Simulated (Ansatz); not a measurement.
What uniaxial strain ε_zz = −1.50 % does to Be

The parent structure is Be in the hcp (Mg type) structure (space group P6_3/mmc, No. 194; a = 2.263 Å, c = 3.566 Å; relaxed with 0.1 eV smearing). Axes: x lies along a and z along c of the hexagonal cell.

It is then changed as follows: uniaxial strain ε_zz = −1.50 %, all other strain components held at zero; the atoms relax in the strained cell.

The values are results of PBE (Ansatz, a program for electronic structure; PAW; 420 eV plane waves; no spin-orbit coupling), not measurements. k-mesh 29×29×16 (Γ-centred); smearing 0.1 eV (Fermi–Dirac).

| quantity | base | changed | shift |
|---|---|---|---|
| space group | P6_3/mmc (No. 194) | P6_3/mmc (No. 194) | – |
| shortest interatomic distance | 2.211 Å | 2.189 Å | -0.022 Å |
| energy relative to the base (free energy F) | 0 meV/atom | +2.2 meV/atom | +2.2 meV/atom |
| pressure (mean of the normal stresses, compression positive) | 0.0 GPa | 2.1 GPa | +2.1 GPa |
| band gap | zero | zero | – |
| stress (xx, yy, zz, yz, xz, xy; compression positive) | – | (0.2, 0.2, 5.9, 0.0, 0.0, 0.0) GPa | – |

Final structure:

```
CELL_PARAMETERS angstrom
      2.26274     0.00000     0.00000
     -1.13137     1.95959     0.00000
      0.00000     0.00000     3.51291
ATOMIC_POSITIONS crystal
  Be 0.66667 0.33333 0.75000
  Be 0.33333 0.66667 0.25000
```

Whether these cells are dynamically stable was not tested.
